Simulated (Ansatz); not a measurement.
Consider Al in the fcc (Cu type) structure (space group Fm-3m, No. 225; a = 4.014 Å).

Method: PBEsol in Ansatz (plane waves to 420 eV, PAW, no spin-orbit coupling).

Base values:

- Lattice parameter a: 7.586 bohr

It is then changed as follows: full substitution Al → P; the structure is relaxed again.

### Question
Predict the new lattice parameter a.

### Answer
The lattice parameter a falls by 0.361 bohr to 7.225 bohr.

No phonon test of stability was made. As relaxed here, P is a hypothetical phase, not in the database extracts checked.

Ansatz is an electronic-structure program.
